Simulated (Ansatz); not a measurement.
Results of PBEsol (Ansatz, a quantum-chemistry and plane-wave program, plane waves, PAW) for TiSi (model structure, started from the NbAs type, I4₁md, No. 109, 4 atoms in the cell).

Input file:

Ansatz 0.2 input:
```yaml
crystal:
  lattice:
    - [-1.3496287828, 1.3496287828, 8.2813095111]
    - [1.3496287828, -1.3496287828, 8.2813095111]
    - [1.3496287828, 1.3496287828, -8.2813095111]
  atoms:
    - { symbol: Ti, position: [0.513979649, 0.513979649, 0.0] }
    - { symbol: Ti, position: [0.263979649, 0.763979649, 0.5] }
    - { symbol: Si, position: [0.902020351, 0.902020351, 0.0] }
    - { symbol: Si, position: [0.652020351, 0.152020351, 0.5] }
basis:
  ecutwfc: 520
  ecutrho_ratio: 4
  xc_grid: 2
kpoints:
  mp_grid: { grid: [28, 28, 28] }
hamiltonian:
  xc: pbesol
  dispersion: none
  pseudopotentials: { kind: paw }
scf:
  occupations: { method: fermi_dirac, width: 0.05 }
  convergence: { dr2_threshold: 0.0000000004 }
output:
  forces: true
  stress: true
  eigenvalues: true
```

Output (set-up and result lines):

```
Crystal: 4 atoms, lattice volume = 60.338 Å³
Basis set: ecut = 520 eV, 1579 PW (Γ), FFT grids on a1+a3, a2+a3, a3, exchange–correlation on 48×48×128 points (8 copies of the dense FFT grid, shifted against one another)
Bands: 20, of which v1, the nominal top of the filled ones, is band 16 counted from 1 (15 counted from 0)
Symmetry: 8 space group operations
Space group: I41md (ITA 109), of the structure as read, at distance tolerance 3.9e-5 Å
k-points: 1639 of 21952 (time reversal used)
Functional: x = pbesol(κ = 0.804, μ = 0.12345679012345678), c = pbesol(β = 0.046)
SCF iter   1: F=—  HF=-6192.292236 eV  |F-HF|=—  |Δ(HF+E_count)|=         —  Δρ=6.73e-3  dr2=1.88e-2
SCF iter   2: F=—  HF=-6192.288180 eV  |F-HF|=—  |Δ(HF+E_count)|=   4.06e-3  Δρ=3.40e-3  dr2=5.55e-3
  ...
SCF iter   7: F=—  HF=-6192.286778 eV  |F-HF|=—  |Δ(HF+E_count)|=   2.55e-9  Δρ=1.95e-6  dr2=2.32e-9
SCF iter   8: F=-6192.286778 eV  HF=-6192.286778 eV  |F-HF|=7.28e-11  |Δ(HF+E_count)|=  4.59e-10  Δρ=4.83e-7  dr2=8.86e-11
SCF 1 converged in 8 iterations: F = -6192.286778 eV  dr2 = 8.86e-11
SCF converged after 8 iterations
Free energy (F): -6192.286778 eV
Internal energy: -6192.272424 eV  (E = F + TS)
E sigma→0 (E₀):  -6192.279601 eV
Fermi energy:    12.678681 eV
--- Forces (eV/Å), atoms counted from 1 ---
  atom   1  Ti    -0.00000000     0.00000000     0.00248798
  atom   2  Ti    -0.00000000     0.00000000     0.00248798
  atom   3  Si    -0.00000000     0.00000000    -0.00248689
  atom   4  Si     0.00000000    -0.00000000    -0.00248689
--- Stress (GPa, compression-positive) ---
       -0.001050       0.000000       0.000000
        0.000000      -0.001050       0.000000
       -0.000000      -0.000000      -0.006599
  P = ⅓ Tr σ = -0.0029 GPa (-0.029 kbar)
```

The PAW data were made under PBE.

Note: the relaxation could raise the start's symmetry but not lower it, so the cell can be a saddle point.

A model structure was made by putting elements into a prototype or built by hand; it is no filed structure, need not be a known phase, and can be a saddle point held by its symmetry.
